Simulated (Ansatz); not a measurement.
## LuSb: biaxial strain +4.88 %, plane normal [110], relaxed out of plane

Start from LuSb in the rock salt structure (space group Fm-3m, No. 225; a = 5.996 Å; a cell from a computed database, its experimental status unchecked; relaxed with 0.1 eV smearing). Axes: x, y, z lie along the cube axes.

The change: biaxial strain +4.88 %, plane normal [110], relaxed out of plane (Cartesian); in-plane vectors clamped, the third vector and the atoms free.

Method: PBEsol, PAW, 420 eV (Ansatz, a first-principles code; spin-orbit coupling left out). Γ-centred 17×17×17 mesh, Fermi–Dirac width 0.1 eV.

The volume per atom increases by 1.70 Å³, from 26.94 Å³ to 28.64 Å³ and the space group becomes Immm (No. 71) (base: Fm-3m (No. 225)). The shortest interatomic distance grows by 0.025 Å to 3.023 Å and the energy grows by 47 meV/atom. The band gap stays zero and the out-of-plane strain amounts to -3.36 %. The ratio −ε⊥/ε∥ comes out as 0.69 and the mean in-plane stress (compression positive) amounts to -5.3 GPa.

Final structure (turned so that z lies along the plane normal):

```
LuSb
1.0
    0.00000     0.00000    -4.09712
   -2.22330     3.14423    -2.04856
    2.22330     3.14423    -2.04856
Lu Sb
1 1
Direct
  0.00000   0.00000   0.00000
  0.50000   0.50000   0.50000
```

A biaxial case was relaxed in a doubled cell and then solved in the primitive one. No phonon test of stability was made. The final runs are not spin-polarised.
